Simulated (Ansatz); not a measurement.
# SiC, response to strain

Take SiC in the zinc blende structure (space group F-43m, No. 216; a = 4.356 Å) as the base. Axes: x, y, z lie along the cube axes.

Strains are applied to the cell and any free atomic positions relax; under biaxial strain the out-of-plane vector relaxes too.

Method: r2SCAN, PAW, 500 eV (Ansatz, a program for electronic structure; spin-orbit coupling left out).

```tsv
biaxial strain, plane normal [001], relaxed out of plane (%)	out-of-plane strain (%)
-3	1.88
-2.5	?
-2	1.27
-1.5	0.96
-1	0.64
-0.5	0.32
0	0.00
```

Question: Fit ε⊥ = −νε + γε² (strains in %) to the rows shown and predict the withheld row.

Answer: Least squares on the printed values gives ν = 0.65 (the biaxial Poisson response) and γ = -0.008 (largest residual 0.00 %); this predicts 1.58 %, and the run gives 1.58 %, in agreement.

Stability against distortions was not tested.
